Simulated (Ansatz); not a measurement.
Data:

```
BaTiO3
1.0
    3.97892     0.00000     0.00000
    0.00000     3.97892     0.00000
    0.00000     0.00000     4.17874
Ti Ba O
1 1 3
Direct
  0.50000   0.50000   0.45666
  0.00000   0.00000   0.93802
  0.50000   0.50000   0.88942
  0.50000   0.00000   0.41095
  0.00000   0.50000   0.41095
```

No spin polarisation.

The values are results of r2SCAN (Ansatz, an electronic-structure program, PAW, scalar-relativistic without spin-orbit coupling), not measurements. k-mesh 8×8×8 (Γ-centred); smearing 0.05 eV (Fermi–Dirac).

What gap character does the calculation give?

Indirect, A → Γ.

What is the computed band gap?

2.21 eV.

Load acts through the strain it causes; cell and atoms are relaxed under it. Stability against distortions was not tested. The final runs are not spin-polarised. The cell was made from BaTiO₃ (space group P4mm, No. 99) by this change: pressure −2 GPa.
